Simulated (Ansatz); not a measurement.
**Si well of 12 atomic layers along [001] in random Si0.5Ge0.5, 5 % Ge through the well**

Prepared with Tersoff's 1989 multicomponent potential (SiCGe.tersoff) (LAMMPS): minimisation. Geometry as solved with PBE, support functions at accuracy medium on the grid of 370 eV in Ansatz (an electronic-structure program).

```xyz
648
Lattice="16.85 0.00 0.00 0.00 16.85 0.00 0.00 0.00 49.87" Properties=species:S:1:pos:R:3 pbc="T T T"
Si     0.03     0.04     0.03
Si     1.39     1.43     1.42
Si     2.75     2.80     0.01
Ge     4.19     4.21     1.36
Ge     2.79     0.02     2.84
Si     4.21     1.39     4.28
Si     0.01     2.75     2.84
Ge     1.37     4.20     4.25
Si     0.02     0.03     5.66
Si     1.37     1.40     7.06
Ge     2.82     2.80     5.71
Si     4.23     4.25     7.09
Ge     2.77    -0.02     8.45
Ge     4.22     1.45     9.84
Si     0.03     2.80     8.43
Ge     1.44     4.20     9.84
Si     0.03    -0.04    11.26
Ge     1.39     1.43    12.65
Si     2.82     2.81    11.27
Ge     4.23     4.18    12.69
Ge     2.82     0.02    14.10
Si     4.26     1.41    15.47
Si     0.02     2.83    14.09
Si     1.36     4.23    15.45
Si    -0.01    -0.01    16.89
Si     1.39     1.39    18.22
Ge     2.80     2.82    16.83
Si     4.20     4.27    18.20
Si     2.80    -0.02    19.55
Si     4.19     1.38    20.91
Si    -0.01     2.81    19.54
Si     1.39     4.22    20.89
Si     0.00     0.00    22.24
Si     1.40     1.41    23.59
Si     2.79     2.81    22.23
Si     4.18     4.23    23.56
Si     2.83     0.02    24.91
Si     4.20     1.39    26.31
Si     0.01     2.81    24.93
Si     1.41     4.21    26.29
Si     0.00     0.05    27.63
Si     1.41     1.41    28.99
Si     2.81     2.81    27.64
Si     4.23     4.21    28.99
Si     2.80     0.00    30.34
Si     4.19     1.41    31.70
Si     0.01     2.80    30.32
Si     1.43     4.18    31.66
Si     0.02     0.03    33.06
Si     1.37     1.44    34.42
Si     2.78     2.80    33.06
Si     4.13     4.19    34.44
Ge     2.75    -0.03    35.79
Ge     4.19     1.34    37.27
Si     0.00     2.77    35.86
Si     1.36     4.20    37.22
Ge    -0.04    -0.01    38.63
Si     1.34     1.40    40.04
Ge     2.75     2.81    38.64
Ge     4.23     4.25    40.02
Ge     2.76    -0.04    41.40
Ge     4.16     1.39    42.85
Si    -0.05     2.76    41.41
Ge     1.38     4.14    42.82
Si    -0.02     0.00    44.22
Si     1.40     1.35    45.60
Si     2.76     2.76    44.26
Ge     4.22     4.19    45.61
Si     2.80     0.01    46.98
Ge     4.15     1.43    48.43
Ge     0.05     2.77    47.06
Si     1.43     4.17    48.48
Ge     0.03     5.55     0.01
Ge     1.36     7.04     1.46
Ge     2.80     8.44     0.02
Ge     4.21     9.83     1.48
Ge     2.83     5.64     2.86
Si     4.24     6.99     4.30
Si    -0.05     8.41     2.88
Ge     1.40     9.82     4.22
Si     0.00     5.65     5.64
Ge     1.41     7.01     7.09
Ge     2.86     8.43     5.67
Si     4.21     9.87     7.08
Si     2.85     5.62     8.47
Si     4.14     7.04     9.89
Si     0.01     8.42     8.51
Si     1.40     9.81     9.87
Ge     0.00     5.67    11.25
Si     1.40     7.08    12.66
Si     2.78     8.44    11.28
Si     4.16     9.81    12.67
Ge     2.78     5.65    14.08
Si     4.22     7.02    15.49
Si    -0.01     8.38    14.06
Ge     1.41     9.80    15.45
Si    -0.01     5.62    16.83
Si     1.40     7.02    18.19
Si     2.83     8.40    16.85
Si     4.21     9.82    18.20
Si     2.79     5.63    19.55
Si     4.20     7.03    20.90
Si     0.00     8.42    19.53
Si     1.41     9.82    20.89
Si     0.00     5.62    22.24
Si     1.40     7.02    23.59
Si     2.80     8.42    22.25
Si     4.21     9.83    23.59
Si     2.80     5.62    24.94
Si     4.22     7.02    26.28
Si     0.00     8.43    24.94
Si     1.40     9.83    26.29
Si     0.01     5.62    27.63
Si     1.41     7.02    28.97
Si     2.81     8.42    27.63
Si     4.21     9.82    28.98
Si     2.81     5.61    30.32
Si     4.20     7.03    31.66
Si     0.01     8.43    30.32
Si     1.41     9.81    31.68
Ge     0.01     5.61    33.02
Ge     1.43     7.04    34.45
Si     2.81     8.43    33.02
Ge     4.19     9.87    34.40
Si     2.77     5.56    35.84
Ge     4.20     6.97    37.22
Si    -0.01     8.43    35.83
Ge     1.38     9.87    37.20
Si     0.00     5.56    38.65
Si     1.36     6.98    40.00
Ge     2.78     8.42    38.65
Si     4.20     9.83    40.04
Ge     2.78     5.66    41.44
Si     4.20     7.02    42.88
Ge    -0.03     8.40    41.40
Ge     1.44     9.78    42.87
Ge     0.00     5.66    44.21
Si     1.43     7.04    45.61
Si     2.86     8.40    44.29
Si     4.21     9.85    45.63
Ge     2.78     5.61    47.05
Ge     4.25     7.03    48.46
Ge     0.00     8.43    46.98
Ge     1.42     9.87    48.41
Ge    -0.03    11.28    -0.01
Ge     1.42    12.65     1.46
Ge     2.81    14.08     0.02
Si     4.19    15.46     1.43
Si     2.80    11.23     2.85
Ge     4.20    12.60     4.28
Ge    -0.02    14.05     2.90
Si     1.38    15.49     4.28
Ge    -0.04    11.24     5.65
Ge     1.37    12.65     7.13
Ge     2.80    14.09     5.69
Si     4.24    15.49     7.04
Si     2.78    11.18     8.46
Ge     4.15    12.62     9.85
Si    -0.02    14.03     8.56
Si     1.38    15.41     9.90
Si     0.02    11.23    11.21
Ge     1.40    12.62    12.66
Si     2.76    14.04    11.25
Ge     4.18    15.41    12.64
Si     2.83    11.21    14.05
Si     4.18    12.57    15.48
Si    -0.01    14.00    14.09
Ge     1.39    15.40    15.50
Si     0.00    11.24    16.84
Si     1.40    12.62    18.21
Si     2.83    13.98    16.86
Si     4.21    15.43    18.20
Si     2.81    11.22    19.55
Si     4.21    12.63    20.89
Si     0.00    14.03    19.56
Si     1.40    15.43    20.91
Si     0.00    11.22    22.24
Si     1.40    12.62    23.58
Si     2.81    14.03    22.25
Si     4.22    15.44    23.59
Si     2.81    11.23    24.94
Si     4.21    12.63    26.29
Si    -0.03    14.01    24.90
Ge     1.40    15.43    26.27
Si     0.00    11.24    27.63
Si     1.41    12.62    29.00
Si     2.82    14.01    27.66
Si     4.21    15.44    28.99
Si     2.81    11.21    30.34
Si     4.19    12.63    31.69
Si     0.03    14.02    30.37
Si     1.41    15.45    31.72
Ge     0.01    11.24    33.09
Si     1.43    12.68    34.47
Si     2.81    14.04    33.06
Si     4.19    15.44    34.40
Si     2.81    11.29    35.83
Si     4.19    12.63    37.22
Si     0.02    14.02    35.86
Si     1.36    15.42    37.22
Ge    -0.07    11.27    38.65
Ge     1.37    12.69    40.08
Ge     2.82    14.06    38.62
Si     4.26    15.41    40.05
Ge     2.85    11.25    41.46
Si     4.26    12.65    42.85
Si    -0.04    14.10    41.45
Si     1.34    15.44    42.84
Ge     0.00    11.24    44.27
Si     1.42    12.63    45.66
Ge     2.79    14.04    44.23
Si     4.17    15.46    45.64
Si     2.82    11.24    46.98
Ge     4.19    12.62    48.43
Ge    -0.03    14.04    47.02
Ge     1.40    15.52    48.44
Ge     5.58    -0.03    -0.02
Ge     7.00     1.38     1.43
Ge     8.39     2.83    -0.01
Ge     9.81     4.21     1.49
Ge     8.44     0.00     2.89
Si     9.84     1.44     4.24
Ge     5.58     2.80     2.85
Ge     7.00     4.26     4.26
Si     5.60     0.03     5.67
Si     6.96     1.42     7.06
Ge     8.41     2.79     5.67
Ge     9.85     4.23     7.09
Ge     8.38     0.04     8.49
Si     9.83     1.43     9.85
Si     5.63     2.86     8.43
Si     7.02     4.22     9.82
Ge     5.65    -0.01    11.27
Si     7.01     1.41    12.69
Ge     8.39     2.80    11.25
Ge     9.83     4.19    12.70
Ge     8.44    -0.01    14.03
Ge     9.85     1.44    15.48
Si     5.64     2.77    14.10
Si     6.97     4.19    15.48
Si     5.60     0.02    16.87
Si     7.04     1.39    18.18
Si     8.40     2.84    16.85
Si     9.82     4.21    18.21
Si     8.43     0.00    19.54
Si     9.83     1.40    20.90
Ge     5.62     2.82    19.56
Si     7.05     4.24    20.92
Si     5.62    -0.02    22.23
Si     7.04     1.38    23.56
Si     8.44     2.81    22.24
Si     9.84     4.21    23.60
Si     8.42    -0.01    24.93
Si     9.82     1.40    26.28
Ge     5.62     2.81    24.93
Si     7.05     4.25    26.30
Si     5.61    -0.01    27.64
Si     7.01     1.41    28.97
Si     8.42     2.81    27.63
Si     9.82     4.21    28.99
Si     8.45     0.04    30.31
Si     9.84     1.41    31.70
Si     5.62     2.80    30.34
Si     7.04     4.18    31.68
Si     5.56     0.00    33.06
Ge     7.03     1.38    34.43
Si     8.45     2.81    33.05
Si     9.85     4.18    34.41
Si     8.40    -0.02    35.88
Ge     9.87     1.38    37.22
Ge     5.57     2.81    35.83
Ge     7.02     4.23    37.23
Si     5.62    -0.06    38.66
Ge     7.01     1.37    40.04
Ge     8.46     2.82    38.65
Si     9.86     4.23    40.03
Ge     8.44    -0.08    41.44
Ge     9.86     1.38    42.85
Ge     5.62     2.83    41.48
Si     7.02     4.24    42.86
Ge     5.61    -0.04    44.23
Ge     7.00     1.42    45.68
Ge     8.44     2.85    44.26
Si     9.89     4.22    45.65
Ge     8.45    -0.05    47.03
Ge     9.86     1.43    48.43
Si     5.60     2.83    47.08
Si     6.98     4.21    48.45
Si     5.65     5.59    -0.02
Ge     7.05     6.99     1.42
Si     8.41     8.40     0.00
Ge     9.79     9.79     1.42
Si     8.45     5.64     2.88
Si     9.83     6.97     4.28
Ge     5.63     8.40     2.91
Si     6.99     9.82     4.32
Si     5.58     5.61     5.68
Ge     7.00     6.98     7.08
Ge     8.46     8.43     5.67
Si     9.88     9.82     7.08
Si     8.41     5.60     8.48
Ge     9.80     7.07     9.84
Ge     5.57     8.44     8.51
Si     7.02     9.80     9.89
Ge     5.62     5.64    11.23
Si     7.02     7.04    12.64
Si     8.38     8.43    11.27
Ge     9.78     9.83    12.68
Ge     8.36     5.62    14.08
Ge     9.81     7.02    15.53
Ge     5.60     8.43    14.06
Si     7.02     9.84    15.47
Si     5.61     5.62    16.83
Si     7.01     7.03    18.20
Si     8.39     8.46    16.87
Si     9.82     9.83    18.20
Si     8.43     5.63    19.54
Si     9.83     7.02    20.89
Si     5.60     8.42    19.55
Si     7.01     9.82    20.89
Si     5.61     5.63    22.24
Si     7.01     7.02    23.59
Si     8.40     8.40    22.22
Ge     9.83     9.83    23.59
Si     8.43     5.63    24.93
Si     9.83     7.01    26.29
Si     5.62     8.43    24.94
Si     7.01     9.82    26.29
Si     5.62     5.62    27.64
Si     7.02     7.02    28.99
Si     8.42     8.42    27.63
Si     9.82     9.81    28.98
Si     8.42     5.61    30.33
Si     9.85     6.99    31.67
Si     5.61     8.43    30.32
Si     6.99     9.85    31.65
Ge     5.59     5.59    33.07
Si     7.02     7.01    34.42
Ge     8.41     8.42    33.03
Ge     9.86     9.85    34.46
Ge     8.47     5.63    35.79
Ge     9.88     7.05    37.28
Ge     5.64     8.42    35.81
Ge     7.08     9.85    37.25
Si     5.63     5.63    38.61
Ge     7.02     7.04    40.00
Si     8.46     8.46    38.67
Si     9.82     9.87    40.01
Ge     8.43     5.59    41.44
Ge     9.83     7.04    42.88
Ge     5.57     8.43    41.45
Ge     7.03     9.87    42.84
Si     5.60     5.62    44.18
Ge     6.98     7.05    45.60
Si     8.43     8.47    44.25
Si     9.80     9.85    45.62
Ge     8.41     5.58    47.03
Ge     9.81     7.01    48.48
Si     5.59     8.46    47.01
Ge     7.05     9.80    48.42
Ge     5.62    11.22     0.01
Ge     7.01    12.66     1.45
Ge     8.40    14.06    -0.04
Ge     9.84    15.43     1.41
Ge     8.39    11.20     2.89
Ge     9.87    12.59     4.29
Ge     5.59    14.10     2.86
Si     6.98    15.49     4.29
Si     5.61    11.20     5.70
Si     6.99    12.59     7.05
Ge     8.36    14.01     5.65
Ge     9.80    15.44     7.06
Ge     8.42    11.21     8.48
Si     9.80    12.65     9.88
Ge     5.63    14.05     8.44
Si     7.05    15.42     9.89
Ge     5.60    11.19    11.27
Ge     7.05    12.62    12.68
Si     8.44    14.04    11.25
Si     9.81    15.39    12.64
Si     8.41    11.21    14.11
Ge     9.85    12.63    15.45
Ge     5.58    13.99    14.10
Ge     7.01    15.44    15.50
Si     5.61    11.22    16.83
Si     7.02    12.62    18.19
Si     8.44    14.03    16.87
Si     9.84    15.44    18.21
Si     8.42    11.23    19.55
Si     9.82    12.64    20.89
Si     5.62    14.03    19.54
Si     7.02    15.44    20.88
Si     5.61    11.23    22.24
Si     7.01    12.64    23.59
Si     8.42    14.04    22.24
Si     9.83    15.44    23.59
Si     8.40    11.26    24.96
Si     9.82    12.64    26.30
Si     5.61    14.04    24.94
Si     7.02    15.44    26.28
Si     5.61    11.22    27.63
Si     7.01    12.63    28.97
Si     8.42    14.04    27.64
Si     9.82    15.44    28.98
Si     8.42    11.23    30.31
Si     9.86    12.61    31.64
Si     5.58    14.01    30.31
Ge     6.99    15.46    31.66
Si     5.61    11.24    33.01
Ge     7.02    12.59    34.45
Ge     8.46    14.01    33.05
Ge     9.85    15.45    34.50
Si     8.48    11.26    35.86
Si     9.86    12.64    37.22
Ge     5.59    14.07    35.85
Si     7.01    15.47    37.26
Ge     5.60    11.26    38.66
Si     7.02    12.66    40.07
Ge     8.44    14.04    38.63
Si     9.88    15.47    39.99
Si     8.42    11.25    41.38
Ge     9.81    12.66    42.80
Si     5.63    14.03    41.46
Si     7.02    15.38    42.84
Si     5.59    11.25    44.24
Ge     7.04    12.62    45.62
Si     8.42    14.05    44.22
Si     9.83    15.42    45.57
Si     8.44    11.21    47.01
Ge     9.83    12.62    48.41
Ge     5.61    14.08    47.03
Si     7.00    15.45    48.44
Ge    11.30     0.00    -0.01
Ge    12.64     1.47     1.46
Si    14.00     2.81    -0.01
Ge    15.43     4.14     1.44
Ge    14.10     0.03     2.84
Si    15.51     1.40     4.26
Si    11.22     2.83     2.90
Si    12.59     4.22     4.28
Ge    11.21     0.02     5.64
Ge    12.65     1.40     7.11
Ge    14.05     2.81     5.62
Ge    15.47     4.25     7.06
Si    14.07    -0.01     8.47
Ge    15.50     1.38     9.84
Si    11.23     2.80     8.49
Ge    12.66     4.24     9.82
Ge    11.20    -0.01    11.26
Ge    12.63     1.42    12.71
Ge    14.07     2.82    11.27
Ge    15.45     4.25    12.73
Si    14.05     0.00    14.06
Ge    15.45     1.41    15.47
Si    11.28     2.85    14.11
Si    12.64     4.24    15.49
Si    11.23     0.00    16.87
Si    12.64     1.41    18.20
Si    14.01     2.83    16.85
Si    15.43     4.22    18.19
Si    14.04     0.01    19.57
Si    15.44     1.41    20.90
Si    11.23     2.80    19.55
Si    12.63     4.21    20.89
Si    11.23     0.00    22.25
Si    12.63     1.41    23.59
Si    14.04     2.82    22.25
Si    15.45     4.22    23.59
Si    14.04     0.00    24.93
Si    15.44     1.42    26.27
Si    11.24     2.81    24.94
Si    12.64     4.22    26.28
Si    11.21    -0.02    27.61
Ge    12.63     1.42    28.98
Si    14.06     2.84    27.61
Si    15.45     4.22    28.98
Si    14.03    -0.01    30.38
Si    15.48     1.38    31.67
Si    11.20     2.84    30.36
Si    12.62     4.24    31.67
Si    11.22    -0.01    33.05
Ge    12.62     1.37    34.46
Ge    14.04     2.80    33.03
Ge    15.44     4.21    34.49
Si    14.03     0.00    35.89
Si    15.42     1.41    37.22
Si    11.22     2.82    35.81
Ge    12.63     4.19    37.27
Si    11.30    -0.02    38.64
Si    12.70     1.35    40.00
Si    14.07     2.77    38.65
Si    15.44     4.19    40.03
Si    14.04    -0.02    41.44
Si    15.47     1.34    42.78
Ge    11.27     2.78    41.36
Ge    12.65     4.23    42.82
Si    11.24    -0.05    44.24
Ge    12.63     1.34    45.68
Ge    14.07     2.74    44.20
Ge    15.46     4.19    45.64
Si    14.06    -0.07    47.06
Ge    15.41     1.37    48.49
Si    11.25     2.83    47.03
Si    12.62     4.15    48.46
Ge    11.25     5.56     0.01
Ge    12.66     7.00     1.43
Ge    14.05     8.44     0.00
Ge    15.44     9.85     1.48
Ge    14.06     5.60     2.91
Si    15.45     7.04     4.30
Ge    11.21     8.39     2.88
Ge    12.66     9.85     4.28
Si    11.25     5.63     5.67
Si    12.63     7.03     7.04
Si    14.04     8.39     5.67
Ge    15.42     9.79     7.11
Si    14.04     5.68     8.42
Si    15.44     7.03     9.81
Si    11.26     8.44     8.42
Si    12.62     9.83     9.82
Ge    11.23     5.64    11.27
Ge    12.68     7.01    12.71
Ge    14.04     8.43    11.20
Ge    15.48     9.83    12.65
Si    14.05     5.63    14.15
Si    15.45     7.03    15.46
Ge    11.25     8.45    14.12
Si    12.66     9.84    15.52
Si    11.25     5.59    16.87
Si    12.65     7.02    18.19
Si    14.06     8.42    16.83
Si    15.45     9.83    18.19
Si    14.04     5.62    19.55
Si    15.45     7.02    20.89
Si    11.23     8.42    19.54
Si    12.64     9.82    20.89
Si    11.23     5.62    22.24
Si    12.64     7.01    23.59
Si    14.04     8.42    22.24
Si    15.44     9.82    23.58
Si    14.04     5.62    24.94
Si    15.44     7.02    26.29
Si    11.26     8.40    24.96
Si    12.64     9.83    26.29
Si    11.23     5.61    27.64
Si    12.63     7.03    28.97
Si    14.05     8.43    27.63
Si    15.45     9.84    28.98
Si    14.03     5.62    30.31
Si    15.44     7.03    31.64
Si    11.24     8.42    30.33
Si    12.62     9.85    31.67
Si    11.21     5.59    33.05
Ge    12.62     6.99    34.48
Ge    14.06     8.44    33.05
Si    15.46     9.81    34.49
Si    14.03     5.60    35.88
Ge    15.46     7.01    37.25
Si    11.27     8.45    35.87
Si    12.60     9.84    37.26
Si    11.25     5.61    38.69
Si    12.64     6.98    40.05
Ge    14.00     8.44    38.67
Si    15.40     9.85    40.07
Si    14.07     5.62    41.40
Si    15.42     7.01    42.79
Ge    11.25     8.45    41.41
Si    12.66     9.86    42.80
Si    11.22     5.59    44.24
Ge    12.61     7.00    45.61
Ge    14.05     8.45    44.19
Si    15.41     9.86    45.64
Ge    14.00     5.57    47.07
Ge    15.46     6.99    48.46
Ge    11.19     8.45    47.02
Ge    12.66     9.87    48.41
Ge    11.26    11.25     0.03
Si    12.71    12.63     1.41
Si    14.03    14.01    -0.04
Ge    15.46    15.43     1.36
Si    14.04    11.28     2.84
Si    15.40    12.62     4.24
Ge    11.28    13.99     2.80
Ge    12.66    15.44     4.25
Si    11.26    11.21     5.73
Si    12.64    12.57     7.10
Ge    14.04    13.98     5.69
Ge    15.49    15.45     7.09
Si    14.02    11.23     8.50
Si    15.43    12.61     9.89
Ge    11.23    13.99     8.47
Ge    12.69    15.42     9.88
Ge    11.23    11.25    11.25
Si    12.63    12.66    12.66
Si    14.06    13.98    11.28
Ge    15.46    15.42    12.67
Ge    14.03    11.26    14.09
Si    15.49    12.63    15.47
Si    11.22    14.04    14.00
Ge    12.61    15.45    15.42
Si    11.25    11.21    16.87
Si    12.62    12.61    18.23
Ge    14.06    14.02    16.85
Si    15.45    15.46    18.24
Si    14.05    11.22    19.55
Si    15.44    12.63    20.90
Si    11.23    14.04    19.55
Si    12.63    15.44    20.90
Si    11.25    11.25    22.21
Si    12.64    12.64    23.58
Si    14.04    14.04    22.24
Si    15.44    15.45    23.58
Si    14.03    11.22    24.93
Si    15.43    12.62    26.27
Si    11.23    14.03    24.93
Si    12.63    15.44    26.27
Si    11.22    11.22    27.63
Si    12.63    12.63    28.97
Si    14.02    14.01    27.60
Ge    15.44    15.43    28.99
Si    14.04    11.24    30.33
Si    15.42    12.65    31.69
Si    11.24    14.04    30.32
Si    12.62    15.44    31.71
Si    11.24    11.24    33.02
Ge    12.63    12.66    34.43
Si    14.04    14.07    33.04
Ge    15.46    15.46    34.47
Ge    14.05    11.23    35.88
Si    15.44    12.70    37.23
Si    11.26    14.05    35.90
Si    12.66    15.44    37.26
Si    11.20    11.22    38.60
Ge    12.67    12.61    39.98
Si    14.07    14.06    38.61
Si    15.40    15.43    40.05
Si    14.04    11.22    41.43
Ge    15.41    12.68    42.82
Ge    11.28    14.09    41.41
Si    12.66    15.48    42.86
Ge    11.26    11.23    44.24
Si    12.70    12.66    45.62
Si    14.02    14.09    44.24
Si    15.43    15.46    45.60
Si    14.07    11.28    47.01
Si    15.40    12.65    48.43
Ge    11.27    14.06    47.00
Si    12.69    15.42    48.45
```
